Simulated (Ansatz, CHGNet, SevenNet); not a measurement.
## C axis length of GeS (model structure, started from the NiAs type, P6₃/mmc, No. 194, 4 atoms in the cell) at several levels of theory

No measured value is used here.

```csv
level (code),value (Å)
CHGNet 0.3.0,6.634
SevenNet-0,6.496
SevenNet-l3i5,6.647
LDA (Ansatz),6.660
PBE (Ansatz),6.716
PBEsol (Ansatz),6.690
PBE-D3(BJ) (Ansatz),6.703
```

PBE-D3(BJ): a distance lies near a switch of the dispersion term, which can move the cell. Ansatz's density-functional and Hartree–Fock values are scalar-relativistic unless marked +SOC, with PAW data made under PBE.

Machine-learned potentials (CHGNet 0.3.0, SevenNet-0, SevenNet-l3i5) are trained on DFT data: a solid inside that data is no test of them.

A model structure was made by putting elements into a prototype or built by hand; it is no filed structure, need not be a known phase, and can be a saddle point held by its symmetry.

Ansatz is a first-principles code.
